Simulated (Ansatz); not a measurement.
The starting structures come from a database of crystals and need not be the phases stable at ambient conditions.

**Evanescent states of Ba3SrNb2O9 (P-3m1, not sure to be the ambient phase, 15 atoms a cell, 16.3 Å³ an atom, -6 GPa at this level) along the normal of (100)**

Method: r2SCAN (plane waves, PAW; Ansatz, a first-principles code).

The gap is the functional's own, uncorrected, and κ follows it; spin-orbit coupling is left out. Mid-gap values are interpolated between the computed energies.

Energies count from the valence-band top; κ is the least over a 6×4 mesh across the current.

| E (eV) | κ (1/Å) | where |
|---|---|---|
| 0.08 | 0.161 | off Γ |
| 0.24 | 0.231 | Γ |
| 0.40 | 0.256 | Γ |
| 0.56 | 0.275 | Γ |
| 0.72 | 0.292 | Γ |
| 0.88 | ? | Γ |
| 1.04 | ? | Γ |
| 1.20 | ? | Γ |
| 1.36 | ? | Γ |
| 1.52 | ? | Γ |
| 1.68 | ? | Γ |
| 1.84 | ? | Γ |
| 2.00 | ? | Γ |
| 2.16 | ? | Γ |
| 2.32 | ? | Γ |
| 2.48 | 0.305 | Γ |
| 2.64 | 0.284 | Γ |
| 2.80 | 0.255 | Γ |
| 2.96 | 0.214 | Γ |
| 3.12 | 0.151 | Γ |

Q: Complete the blanks.

A: 
- 0.88, κ (1/Å): 0.306
- 1.04, κ (1/Å): 0.317
- 1.20, κ (1/Å): 0.327
- 1.36, κ (1/Å): 0.335
- 1.52, κ (1/Å): 0.340
- 1.68, κ (1/Å): 0.344
- 1.84, κ (1/Å): 0.345
- 2.00, κ (1/Å): 0.343
- 2.16, κ (1/Å): 0.334
- 2.32, κ (1/Å): 0.321
